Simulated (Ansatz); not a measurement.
**Input and output of a self-consistent single point for AlW2 (P6_3/mmc, 12 atoms in the cell) (Ansatz, a first-principles code)**

Method: PBE (plane waves, PAW; Ansatz).

This input was run:

Ansatz 0.2 input:
```yaml
crystal:
  lattice:
    - [5.445833, 0.000000, 0.000000]
    - [-2.722916, 4.716229, 0.000000]
    - [0.000000, 0.000000, 8.931457]
  atoms:
    - { symbol: Al, position: [0.333333, 0.666667, 0.062860] }
    - { symbol: Al, position: [0.666667, 0.333333, 0.562860] }
    - { symbol: Al, position: [0.666667, 0.333333, 0.937140] }
    - { symbol: Al, position: [0.333333, 0.666667, 0.437140] }
    - { symbol: W, position: [0.000000, 0.000000, 0.000000] }
    - { symbol: W, position: [0.000000, 0.000000, 0.500000] }
    - { symbol: W, position: [0.830485, 0.169515, 0.250000] }
    - { symbol: W, position: [0.660970, 0.830485, 0.750000] }
    - { symbol: W, position: [0.830485, 0.660970, 0.250000] }
    - { symbol: W, position: [0.169515, 0.830485, 0.750000] }
    - { symbol: W, position: [0.339030, 0.169515, 0.250000] }
    - { symbol: W, position: [0.169515, 0.339030, 0.750000] }
kpoints:
  mp_grid: { grid: [5, 5, 3] }
hamiltonian:
  xc: pbe
  pseudopotentials: { kind: paw }
scf:
  occupations: { method: methfessel_paxton, width: 0.02 Ry }
output:
  forces: true
  eigenvalues: true
  stress: true
```

The program printed (abridged):

```
WARN the atoms were moved onto the symmetric positions of the space group found under crystal.symmetry.tolerance 1.0e-5 (fractional …
WARN basis.ecutwfc = 420 eV, the default
WARN ansatz: RAYON_NUM_THREADS=1 ignored (pool sized by the plan → 1); use --threads N
Pseudopotentials: kind: paw
Pseudopotential: Al, paw, valence charge 3
Pseudopotential: W, paw, valence charge 14
Crystal: 12 atoms, lattice volume = 229.394 Å³
Basis set: ecut = 420 eV, 4499 PW (Γ), exchange–correlation on 80×80×120 points (8 copies of the dense FFT grid, shifted against one another)
Bands: 75, of which v1, the nominal top of the filled ones, is band 62 counted from 1 (61 counted from 0)
Symmetry: 24 space group operations
Space group: P63/mmc (ITA 194), of the structure as read, at distance tolerance 6.1e-5 Å
k-points: 10 of 75
Initial density: superposition of atomic densities (neutral atoms: chi_scale 0, normalization atom), corrected by the library's trained network
Initial wavefunctions: pseudopotential atomic-orbital guess
Eigensolver: davidson
Functional: x = pbe(κ = 0.804, μ = 0.2195149727645171), c = pbe(β = 0.06672455060314922)
SCF iter   1: F=—  HF=-85222.141977 eV  |F-HF|=—  |Δ(HF+E_count)|=         —  Δρ=7.50e-3  dr2=3.33e-1  ethr=1.77e-3  ⟨swp⟩=6.0  Hψ=2884  notcnv=0
all-band conjugate gradients solve this SCF's bands
preconditioner: auto → Kerker (q_TF=auto, 2.462 Å⁻¹)
SCF iter   2: F=—  HF=-85222.097082 eV  |F-HF|=—  |Δ(HF+E_count)|=   4.49e-2  S|Δr|=    0.00e0  Δρ=3.93e-3  dr2=9.03e-2  ethr=2.69e-4  ⟨swp⟩=1.0  Hψ=870  notcnv=0
SCF iter   3: F=—  HF=-85222.078598 eV  |F-HF|=—  |Δ(HF+E_count)|=   1.85e-2  S|Δr|=    0.00e0  Δρ=6.02e-4  dr2=1.52e-3  ethr=7.28e-5  ⟨swp⟩=2.0  Hψ=964  notcnv=0
SCF iter   4: F=—  HF=-85222.078284 eV  |F-HF|=—  |Δ(HF+E_count)|=   3.13e-4  S|Δr|=    0.00e0  Δρ=1.22e-4  dr2=5.63e-5  ethr=1.23e-6  ⟨swp⟩=2.0  Hψ=1033  notcnv=0
SCF iter   5: F=—  HF=-85222.078460 eV  |F-HF|=—  |Δ(HF+E_count)|=   1.76e-4  S|Δr|=    0.00e0  Δρ=2.80e-5  dr2=2.70e-6  ethr=4.54e-8  ⟨swp⟩=2.0  Hψ=1061  notcnv=0  defer=1
SCF iter   6: F=—  HF=-85222.078460 eV  |F-HF|=—  |Δ(HF+E_count)|=   4.46e-7  S|Δr|=    0.00e0  Δρ=5.73e-6  dr2=1.09e-7  ethr=2.18e-9  ⟨swp⟩=2.0  Hψ=1015  notcnv=0  defer=1
SCF iter   7: F=-85222.078460 eV  HF=-85222.078460 eV  |F-HF|=1.18e-9  |Δ(HF+E_count)|=   2.02e-8  S|Δr|=    0.00e0  Δρ=1.05e-6  dr2=2.90e-9  ethr=8.06e-11  ⟨swp⟩=10.6  Hψ=2832  notcnv=0
SCF 1 converged in 7 iterations: F = -85222.078460 eV  dr2 = 2.90e-9
SCF converged after 7 iterations
Stability not checked (fill_not_monotonic)
Free energy (F): -85222.078460 eV
Harris-Foulkes:  -85222.078460 eV  (|F-HF|=1.18e-9)
Internal energy: -85222.096029 eV  (E = F + TS)
E sigma→0 (E₀):  -85222.082852 eV
Entropy (-TS):   0.017569 eV (1.464 meV/atom)
Fermi energy:    14.041101 eV
--- Per-component energies (eV) ---
  E_band       = -1430.139807
  E_kinetic    = 3652.549583
  E_local      = -9428.248090  (includes V_loc(G=0)·N_el)
  E_nonlocal   = 47.423908
  E_hartree    = 3655.637074
  E_xc         = -2274.988903
  E_vxc        = -2000.885859  (∫ρ·V_xc dr)
  E_paw        = -70367.188092  (= ΣΔE_a)
  E_vpaw       = -1012.255338  (= ΣTr[D̂ρ^β])
  E_aug_tail   = -0.000484  (compensation charges beyond the density's cutoff)
  E_ewald      = -10507.281025
  E_smearing   = 0.017569  (= −TS)
  E_closure    = 0.000000  (closes the sum)
  Σ components = -85222.078460   (vs F -85222.078460, Δ=0.00e0)
--- Forces (eV/Å), atoms counted from 1 ---
  atom   1  Al     0.00000000     0.00000000     0.00232774
  atom   2  Al    -0.00000000    -0.00000000     0.00232774
  atom   3  Al    -0.00000000    -0.00000000    -0.00232774
  atom   4  Al     0.00000000     0.00000000    -0.00232774
  atom   5  W      0.00000000     0.00000000     0.00000000
  atom   6  W      0.00000000     0.00000000     0.00000000
  atom   7  W     -0.11714351     0.06763285    -0.00000000
  atom   8  W     -0.11714352    -0.06763283     0.00000000
  atom   9  W     -0.00000001    -0.13526568     0.00000000
  atom  10  W      0.11714351    -0.06763285     0.00000000
  atom  11  W      0.11714352     0.06763283    -0.00000000
  atom  12  W      0.00000001     0.13526568    -0.00000000
  max |Σ_I F_I| component: 5.55e-17 eV/Å
--- Stress (GPa, compression-positive) ---
      -14.433550       0.000000       0.000000
        0.000000     -14.433550       0.000000
        0.000000       0.000000     -16.393079
  P = ⅓ Tr σ = -15.0867 GPa (-150.867 kbar)
  The stress holds the Pulay correction. Without it, at fixed plane waves, as pw.x and ABINIT print it: P = -15.1359 GPa
--- Band table (eV; the first three rows and the last of 10) ---
  k-point 0: bands = ["-59.7471", "-59.7116", "-59.6792", "-59.6433", "-59.5817", "-59.5817", "-59.5817", "-59.5817", "-24.6933", "-24.5235", "-24.3764", "-24.2424", "-24.2424", "-24.1973", "-24.1973", "-24.1903", "-24.1903", "-23.9836", "-23.9666", [...]
  k-point 1: bands = ["-59.7409", "-59.7248", "-59.6658", "-59.6496", "-59.5817", "-59.5817", "-59.5817", "-59.5817", "-24.6681", "-24.5961", "-24.2646", "-24.2389", "-24.2389", "-24.2256", "-24.2256", "-24.1323", "-24.1323", "-24.0902", "-24.0400", [...]
  k-point 2: bands = ["-59.7431", "-59.7116", "-59.6714", "-59.6427", "-59.5896", "-59.5865", "-59.5817", "-59.5817", "-24.6152", "-24.4481", "-24.3638", "-24.2247", "-24.2026", "-24.1913", "-24.1904", "-24.1821", "-24.1407", "-23.9663", "-23.9652", [...]
  k-point 9: bands = ["-59.7291", "-59.7181", "-59.6429", "-59.6412", "-59.6118", "-59.6024", "-59.5818", "-59.5817", "-24.3736", "-24.3518", "-24.2253", "-24.1919", "-24.1713", "-24.1660", "-24.1144", "-24.0625", "-24.0191", "-24.0157", "-23.9786", [...]
```

The run converged in 7 iterations.

The starting cell was generated: these elements placed on a structure prototype, without a prior relaxation; it need not be a known phase or ordering of this composition. Spin-orbit coupling is off. Spin polarisation is off. With a pressure of about -15 GPa the cell is away from its equilibrium volume at this level. Ansatz's pressure includes its estimate of the finite-basis (Pulay) stress.
